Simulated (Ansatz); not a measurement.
# SiC (space group P6_3mc, No. 186)

```cif
data_C4Si4
_chemical_formula_sum 'Si4 C4'
_space_group_name_H-M_alt 'P63mc'
_space_group_IT_number 186
_space_group_name_Hall 'P 6c -2c'
_cell_length_a 3.07808
_cell_length_b 3.07808
_cell_length_c 10.07605
_cell_angle_alpha 90.000
_cell_angle_beta 90.000
_cell_angle_gamma 120.000
loop_
_atom_site_label
_atom_site_type_symbol
_atom_site_symmetry_multiplicity
_atom_site_Wyckoff_symbol
_atom_site_fract_x
_atom_site_fract_y
_atom_site_fract_z
_atom_site_occupancy
Si1 Si 2 a 0.00000 0.00000 0.00032 1
Si2 Si 2 b 0.33333 0.66667 0.25025 1
C1 C 2 a 0.00000 0.00000 0.31286 1
C2 C 2 b 0.33333 0.66667 0.06221 1
```

Calculations: Ansatz (a quantum-chemistry and plane-wave program) PBEsol, without spin-orbit coupling. Settings: 12×12×4 k-points, 0.05 eV Fermi–Dirac smearing.

```json
{
  "volume_per_atom": "10.33 Å³",
  "density": "3.22 g/cm³",
  "band_gap": "2.12 eV, indirect, Γ → M",
  "total_energy": "-434.355 eV/atom (σ→0; compares only within this code and set-up)"
}
```

No phonon test of stability was made.
